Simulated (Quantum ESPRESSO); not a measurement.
Input and output of a self-consistent single point for MgZn3S4 (P-43m, 8 atoms in the cell) (Quantum ESPRESSO).

Level of theory: PBEsol, PseudoDojo standard norm-conserving (PBESOL) pseudopotentials (plane waves; Quantum ESPRESSO).

```
MgZn3S4
1.0
    5.44607     0.00000     0.00000
    0.00000     5.44607     0.00000
    0.00000     0.00000     5.44607
Mg Zn S
1 3 4
Cartesian
  2.72304   2.72304   2.72304
  0.00000   0.00000   2.72304
  2.72304   0.00000   0.00000
  0.00000   2.72304   0.00000
  4.11903   4.11903   1.32704
  4.11903   1.32704   4.11903
  1.32704   1.32704   1.32704
  1.32704   4.11903   4.11903
```

Reference input (self-consistent single point, DFT, PBEsol, plane waves, PseudoDojo standard norm-conserving (PBESOL) pseudopotentials): ecutwfc = 85 Ry; occupations = fixed; potentials = {Mg: Mg.upf, Zn: Zn.upf, S: S.upf}; K_POINTS = automatic 3 3 3 0 0 0; nbnd = 55; conv_thr = 1e-10 Ry. This run's input differs from it in these lines:

```diff
@@ -12,3 +12,3 @@
   ntyp = 3,
-  ecutwfc = 85,
+  ecutwfc = 42,
   occupations = 'fixed',
```

The program printed (abridged):

```
     Self-consistent Calculation

     iteration #  1     ecut=    42.00 Ry     beta= 0.70

     total energy              =   -1451.48715301 Ry
     estimated scf accuracy    <       3.00940693 Ry

     iteration #  2     ecut=    42.00 Ry     beta= 0.70

     total energy              =   -1452.55119143 Ry
     estimated scf accuracy    <       1.42956944 Ry

     iteration #  3     ecut=    42.00 Ry     beta= 0.70

     total energy              =   -1452.81408402 Ry
     estimated scf accuracy    <       0.03218212 Ry

   [... 5 blocks of this kind left out ...]

     iteration #  9     ecut=    42.00 Ry     beta= 0.70

     total energy              =   -1452.82216696 Ry
     estimated scf accuracy    <          7.9E-09 Ry

     iteration # 10     ecut=    42.00 Ry     beta= 0.70
     End of self-consistent calculation

     highest occupied, lowest unoccupied level (ev):     6.3488    8.4579

!    total energy              =   -1452.82216696 Ry
     estimated scf accuracy    <          9.0E-11 Ry

     convergence has been achieved in  10 iterations

     Forces acting on atoms (cartesian axes, Ry/au):

     atom    1 type  1   force =     0.00000000    0.00000000    0.00000000
     atom    2 type  2   force =     0.00000000    0.00000000    0.00000000
     atom    3 type  2   force =     0.00000000    0.00000000    0.00000000
     atom    4 type  2   force =     0.00000000    0.00000000    0.00000000
     atom    5 type  3   force =     0.00414686    0.00414686   -0.00414686
     atom    6 type  3   force =     0.00414686   -0.00414686    0.00414686
   [... lines left out ...]

     Total force =     0.014365     Total SCF correction =     0.000005

          total   stress  (Ry/bohr**3)                   (kbar)     P=    -4644.40
  -0.03157201   0.00000000   0.00000000        -4644.40        0.00        0.00
   0.00000000  -0.03157201   0.00000000            0.00    -4644.40        0.00
   0.00000000   0.00000000  -0.03157201            0.00        0.00    -4644.40

   JOB DONE.
```

The run converged in 10 iterations. Against the reference run the free energy goes up by 13.6 eV/atom, the pressure goes from -0.66 to -464.4 GPa, the largest force goes from 0.098 to 0.185 eV/Å and the gap on the mesh goes from 2.264 to 2.109 eV.

The starting cell comes from a database of computed structures (which also holds hypothetical and non-ambient phases and stackings), without a prior relaxation at this level. Its lattice was rescaled by a random factor within 2.5 % of one. At the lowered cutoff the pressure carries the error of an incomplete plane-wave basis.
